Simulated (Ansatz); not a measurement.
Electron-phonon data for Ir (Fm-3m)

```xyz
1
Lattice="0.0000 1.9070 1.9070 1.9070 0.0000 1.9070 1.9070 1.9070 0.0000" Properties=species:S:1:pos:R:3 pbc="T T T"
Ir     0.0000     0.0000     0.0000
```

Calculation: PBEsol, DFPT electron-phonon coupling, linearised Boltzmann equation (plane waves, PAW, scalar-relativistic; Ansatz, a program for electronic structure). Condition of this run: hydrostatic pressure 5 GPa (the target of the relaxation). Geometry: relaxed with this functional, without spin-orbit coupling, then loaded as said.

| Quantity | Value |
|---|---|
| resistivity at 300 K | 4.1 μΩ·cm |
| resistivity at 77 K | 0.48 μΩ·cm |
| electron mean free path at 300 K (weighted by the current that each state carries) | 9.6 nm |
| resistivity times mean free path for one path shared by all states (from the Fermi surface's area) | 3.6 ×10⁻¹⁶ Ω·m² |
| electron-phonon coupling λ | 0.39 |
| transport coupling λ_tr | 0.43 |
| logarithmic mean phonon energy | 18.9 meV |
| density of states at the Fermi level | 0.44 states/(eV·spin·cell) |
| Drude plasma energy | 10.8 eV |
| Hall coefficient at 300 K | 4.0 ×10⁻¹¹ m³/C |

A metal at this level (no band gap). Only scattering by harmonic phonons is included (no impurities, grain boundaries, electron-electron scattering or thermal expansion). Spin-orbit coupling is left out, which matters with elements this heavy. Halving the electron mesh (36x36x36) moves the resistivity by up to 1 % at 300 K, the mean free path by up to 6 %, the coupling by up to 6 %. Smearing 0.20 eV; phonons on a 6x6x6 q mesh, which this run doesn't test and which matters most at low temperature.
